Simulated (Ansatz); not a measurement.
Be3N2 (Ia-3, No. 206), treated with r²SCAN+rVV10 in Ansatz (PAW).

Numerical settings: plane-wave cutoff 560 eV, 6×6×6 k mesh, Fermi–Dirac smearing 0.01 eV, scalar-relativistic PAW data made under PBE.

The direct gap at Γ against volume; x = 100 ln(V/6.659 Å³). One gap is withheld.

```
V (Å³/atom)      x  gap (eV)
-----------  -----  --------
6.393        -4.08         ?
6.526        -2.02     3.971
6.659         0.00     3.948
6.792         1.98     3.925
6.925         3.92     3.903
```

Fit a straight line to the rows shown, give the volume deformation potential and predict the withheld gap.

Means of the 4 rows: x̄ = 0.970, ȳ = 3.9368 eV. Σ(x − x̄)(y − ȳ) = -0.2248 and Σ(x − x̄)² = 19.604, so the slope is -0.0115 eV per unit of x, and dE_g/d ln V = -1.1 eV. At x = -4.08: 3.9368 + (-0.0115) × (-4.08 − (0.970)) = 3.995 eV. The run gives 3.994 eV, 0.001 eV below the line.

Ansatz is a first-principles code.
